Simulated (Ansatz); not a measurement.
Levels about the gap of amorphous In9Ga9Zn9O38Ti (66 atoms in a cell of 834 Å³, 5.79 g/cm³; zone centre alone, so wide bands show as single levels with stretches between that a denser mesh fills), at the geometry that PBE relaxed, where it gives 1.5 GPa on a denser mesh. Exact exchange is cut at the faces of this small cell, which leaves a finite-size error. The participation number counts the atoms over which a state spreads; weights are charges in smoothed Voronoi cells. The levels come from a single point, so bond lengths are those of that geometry. Method of the levels: HSE06, scalar-relativistic without spin-orbit coupling (Ansatz, a quantum-chemistry and plane-wave program). Sampling: the zone centre alone; Fermi-Dirac width 0.02 eV; no spin polarisation. At PBE the levels at the filled edge of the gap are localised (band-tail or defect states), and the nearest spread-out levels lie 1.1 eV apart at the zone centre.

The cell was made by melting and quenching with the CHGNet potential and then relaxed with DFT. O atoms were pushed apart under 1.9 Å during the dynamics, to hinder bonds among them. The hot cell started wider than the set density and was brought back towards it in steps. It is the lowest in DFT energy of 2 quenches. It is a model cell: composition and starting density were chosen by hand, and all elements were melted together. No dispersion term was used. Its density started from a set value of 5.79 and ended at 5.79 g/cm³. Cooling (nominally 260 K/ps over its main leg) ran many orders faster than in experiment, which tends to leave more defects and strain. A cell of this size samples the disorder only roughly. The volume was held where the preparation left it, at a PBE pressure of 1.5 GPa. Stress components on the final sampling reach 2.2 GPa.

```tsv
E - E(highest filled), eV	filling	participation number	largest on	weight O	weight Ti	weight In	weight Zn
-0.46	filled	22.5	O, 4 neighbours	0.90	0.00	0.03	0.05
-0.42	filled	20.2	O, 4 neighbours	0.87	0.00	0.02	0.08
-0.38	filled	30.4	O, 3 neighbours	0.90	0.00	0.02	0.06
-0.33	filled	10.0	O, 3 neighbours	0.90	0.00	0.02	0.06
-0.26	filled	23.3	O, 3 neighbours	0.87	0.00	0.02	0.08
-0.18	filled	6.2	O, 3 neighbours	0.91	0.00	0.02	0.06
0.00	filled	3.8	O, 3 neighbours	0.94	0.00	0.02	0.02
2.41	empty	57.9	In, 5 neighbours	0.50	0.01	0.23	0.15
4.85	empty	9.7	Ti, 5 neighbours	0.41	0.29	0.21	0.05
4.98	empty	5.6	Ti, 5 neighbours	0.35	0.41	0.14	0.06
5.10	empty	2.8	Ti, 5 neighbours	0.27	0.59	0.07	0.06
5.24	empty	21.8	In, 4 neighbours	0.52	0.11	0.24	0.11
5.41	empty	25.1	In, 5 neighbours	0.53	0.06	0.26	0.08
5.53	empty	38.3	In, 5 neighbours	0.51	0.03	0.24	0.13
```

Most localised among these is the empty level at +5.10 eV, on a Ti atom, which has 5 neighbours (O 1.79 Å, O 1.85 Å, O 1.89 Å, O 1.97 Å, O 2.28 Å).
